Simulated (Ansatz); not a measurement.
HfS2: response to strain

The parent structure is HfS2 in the CdI2 type structure (space group P-3m1, No. 164; layered, stacked along the Cartesian z axis).

```yaml
crystal:
  lattice:
    - [3.60570, 0.00000, 0.00000]
    - [-1.80285, 3.12262, 0.00000]
    - [0.00000, 0.00000, 5.76762]
  atoms:
    - { symbol: Hf, position: [0.00000, 0.00000, 0.00000] }
    - { symbol: S, position: [0.33333, 0.66667, 0.25252] }
    - { symbol: S, position: [0.66667, 0.33333, 0.74748] }
```

Cartesian axes are those of the cell as printed.

Strains are applied to the cell and any free atomic positions relax; under biaxial strain the out-of-plane vector relaxes too.

The values are results of PBE-D3(BJ), PAW, 420 eV (Ansatz, a program for electronic structure; without spin-orbit coupling), not measurements.

```tsv
biaxial strain, plane normal [001], relaxed out of plane (%)	out-of-plane strain (%)
0	0.00
1	-0.38
1.5	-0.58
2	-0.79
2.5	?
3	-1.24
```

Task: Fit ε⊥ = −νε + γε² (strains in %) to the rows shown and predict the withheld row.

Result: Least squares on the printed values gives ν = 0.36 (the biaxial Poisson response) and γ = -0.017 (largest residual 0.00 %); this predicts -1.01 %, and the run gives -1.01 %, in agreement.

Whether these cells are dynamically stable was not tested.
